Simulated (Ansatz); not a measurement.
We look at the formation energy of V_Al in Al (fcc, Fm-3m). Reaction: 63 Al (fcc) + V (bcc) → cell A.

Cell A: a supercell of 64 sites of Al (fcc, Fm-3m) with V on an Al site (12 Al at 2.80 Å); spin state with PBE: no moments, k-point mesh 4×4×4.
```
CELL_PARAMETERS angstrom
     11.42999     0.00000     0.00000
      5.71499     9.89866     0.00000
      5.71499     3.29955     9.33255
ATOMIC_POSITIONS crystal
  Al 0.00000 0.00000 0.00000
  Al 0.00000 0.00000 0.24868
  Al 0.00000 0.00000 0.50000
  Al 0.00000 0.00000 0.75132
  Al 0.00000 0.24868 0.00000
  Al 0.99865 0.25052 0.25052
  Al 0.99865 0.25052 0.50031
  Al 0.00000 0.24868 0.75132
  Al 0.00000 0.50000 0.00000
  Al 0.99865 0.50031 0.25052
  Al 0.00000 0.50000 0.50000
  Al 0.00135 0.49969 0.74948
  Al 0.00000 0.75132 0.00000
  Al 0.00000 0.75132 0.24868
  Al 0.00135 0.74948 0.49969
  Al 0.00135 0.74948 0.74948
  Al 0.24868 0.00000 0.00000
  Al 0.25052 0.99865 0.25052
  Al 0.25052 0.99865 0.50031
  Al 0.24868 0.00000 0.75132
  Al 0.25052 0.25052 0.99865
  Al 0.25000 0.25000 0.25000
  Al 0.25052 0.25052 0.50031
  Al 0.24803 0.24803 0.75197
  Al 0.25052 0.50031 0.99865
  Al 0.25052 0.50031 0.25052
  Al 0.25462 0.50000 0.50000
  Al 0.25462 0.50000 0.74538
  Al 0.24868 0.75132 0.00000
  Al 0.24803 0.75197 0.24803
  Al 0.25462 0.74538 0.50000
  Al 0.24803 0.75197 0.75197
  Al 0.50000 0.00000 0.00000
  Al 0.50031 0.99865 0.25052
  Al 0.50000 0.00000 0.50000
  Al 0.49969 0.00135 0.74948
  Al 0.50031 0.25052 0.99865
  Al 0.50031 0.25052 0.25052
  Al 0.50000 0.25462 0.50000
  Al 0.50000 0.25462 0.74538
  Al 0.50000 0.50000 0.00000
  Al 0.50000 0.50000 0.25462
  V  0.50000 0.50000 0.50000
  Al 0.50000 0.50000 0.74538
  Al 0.49969 0.74948 0.00135
  Al 0.50000 0.74538 0.25462
  Al 0.50000 0.74538 0.50000
  Al 0.49969 0.74948 0.74948
  Al 0.75132 0.00000 0.00000
  Al 0.75132 0.00000 0.24868
  Al 0.74948 0.00135 0.49969
  Al 0.74948 0.00135 0.74948
  Al 0.75132 0.24868 0.00000
  Al 0.75197 0.24803 0.24803
  Al 0.74538 0.25462 0.50000
  Al 0.75197 0.24803 0.75197
  Al 0.74948 0.49969 0.00135
  Al 0.74538 0.50000 0.25462
  Al 0.74538 0.50000 0.50000
  Al 0.74948 0.49969 0.74948
  Al 0.74948 0.74948 0.00135
  Al 0.75197 0.75197 0.24803
  Al 0.74948 0.74948 0.49969
  Al 0.75000 0.75000 0.75000
```

Reference: Al (fcc, Fm-3m), 64 atoms in the cell, a perfect crystal on lattice vectors that match the other cells', k-point mesh 4×4×4 on the run's own vectors.

Reference: V (bcc, Im-3m), 1 atom in the cell; spin state with PBE: no moments, k-point mesh 28×28×28 on the run's own vectors. Conventional cell: a = 2.999 Å, b = 2.999 Å, c = 2.999 Å, α = 90.00°, β = 90.00°, γ = 90.00°.

Plane-wave PAW calculations with Ansatz (an electronic-structure program), its default PAW set, cutoff 420 eV. The structures are at rest with PBE, within the held lattices. Neutral cells; Fermi-Dirac smearing of at most 0.10 eV in the solids, energies taken to zero width. Larger cells are relaxed from a start prepared with the learned potential CHGNet, on a coarser mesh till forces fall under 0.03 eV/Å, which some starts already meet. A dispersion term (D3(BJ), or D4 for r2SCAN) was computed beside these levels and is taken off wherever the name lacks it. Static lattices, no vibrational contributions. Cells are local rest points, mostly with their start's symmetry. Values are for these cell sizes. Mesh and cell size may move defect energies by 0.1 eV or more. Cell A has symmetry Fm-3m and got no random move, so less symmetric positions, which may lie lower, weren't tried.

### Question
Predict the value from PBE.

### Answer
-0.54 eV, for 63 Al (fcc) + V (bcc) → cell A.
